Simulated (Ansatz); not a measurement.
SiO$_{2}$ (P3_121) under hydrostatic pressure: hole mass along z by PBEsol, rigid bands (plane waves, PAW, scalar-relativistic; Ansatz, a first-principles code). The unloaded cell, whose axes the loads refer to:

```
O2Si
1.0
    4.94887     0.00000     0.00000
   -2.47444     4.28585     0.00000
    0.00000     0.00000     5.44133
Si O
3 6
Direct
  0.52959   0.52959   0.00000
  0.47041   0.00000   0.33333
  0.00000   0.47041   0.66667
  0.26685   0.41257   0.78560
  0.58743   0.85428   0.11893
  0.14572   0.73315   0.45227
  0.41257   0.26685   0.21440
  0.85428   0.58743   0.88107
  0.73315   0.14572   0.54773
```

| hydrostatic pressure (GPa) | volume per atom (Å³) | hole mass along z (mₑ) |
|---|---|---|
| -2 | 13.92 | 2.26 |
| 0 | 12.82 | 2.45 |
| 5 | 11.44 | 2.66 |
| 15 | 10.03 | ? |

**Question.** Fit a straight line to ln(hole mass along z) against the load over the rows given, and predict the row at 15 GPa.

**Answer.** The means are x̄ = 1.000 GPa and ȳ = 0.8966; Σ(x − x̄)(y − ȳ) = 0.5711 and Σ(x − x̄)² = 26.00, so the slope is 2.20 % per GPa, and the rows given lie within 2.1 % of the line. At 15 GPa the line gives 3.33 mₑ; the calculation gives 3.11 mₑ, 7.2 % from it, so the trend bends or changes character over this range.

Masses are for dilute carriers at 300 K, harmonic means over directions unless an axis is named. Spin-orbit coupling is left out. Stresses and pressures are the targets of the relaxation. The structure type is held at every load. Geometry: cell and atoms relaxed with PBEsol.
